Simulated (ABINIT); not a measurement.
# Pressure against volume in fcc Pt (space group 225) (ABINIT, PBEsol)

```
CELL_PARAMETERS angstrom
      0.00000     1.90309     1.90309
      1.90309     0.00000     1.90309
      1.90309     1.90309     0.00000
ATOMIC_POSITIONS crystal
  Pt 0.00000 0.00000 0.00000
```

Method: PBEsol, norm-conserving pseudopotentials (PseudoDojo nc-sr-04 PBEsol standard) (plane waves; ABINIT). Settings: pseudos = [Pt.upf]; ecut = 110 Ry; ixc = -116133; occopt = 3; tsmear = 0.05 eV; ngkpt = 26 26 26; nshiftk = 1; shiftk = 0 0 0; potentials = PseudoDojo nc-sr-04 PBEsol standard; nband = 14; kptopt = 1; nstep = 100; tolvrs = 1e-12. The cell above is the first row's. The rows scale it uniformly. In all rows the k mesh is held.

```csv
V (Å^3/atom),P (GPa)
13.785,30.83
14.085,21.77
14.384,13.77
14.684,6.72
14.984,0.51
15.283,-4.96
15.583,-9.78
15.883,-14.00
16.182,?
```

Q: Using a cubic, estimate the missing P at V = 16.182 from the other rows, showing the fit.

A: With u = V - 14.8, the rows have u = -1.0150, -0.7150, -0.4160, -0.1160, 0.1840, 0.4830, 0.7830, 1.0830. Least squares gives P = 4.212 - 21.0268·u + 4.5188·u² - 0.5893·u³. Residuals (row less fit): 0.004, -0.002, -0.014, 0.007, 0.018, -0.004, -0.016, 0.009; standard error 0.015 (degrees of freedom: 4). The fitted pressure is zero at V0 = 15.01, where dP/dV = -19.21, so B0 = -V0·dP/dV = 288 GPa. At the withheld row, u = 1.3820, so P = 4.212 - 21.0268 × 1.3820 + 4.5188 × 1.3820² - 0.5893 × 1.3820³ = -17.772 GPa. The calculation gives -17.71 GPa, 0.062 GPa above the prediction (0.1 % of the range of P in the table). The row lies outside the fitted rows, so this is an extrapolation. From the scatter of the fitted rows alone, a prediction at this place has a standard error of 0.040 GPa, so the miss is 1.6 times that.

Carrying the step between the two nearest rows on in a straight line would have given -18.21, off by 0.50; series whose last step already gives the withheld value aren't shown. The scan was laid around a cell of about the measured size, scaled by a guess for this functional. Spin polarisation is off. Spin-orbit coupling is off. Cutoffs and mesh are single choices, not tested for convergence of this quantity. Series with a scatter that would blur these digits, or in which a gap closes, are not shown.
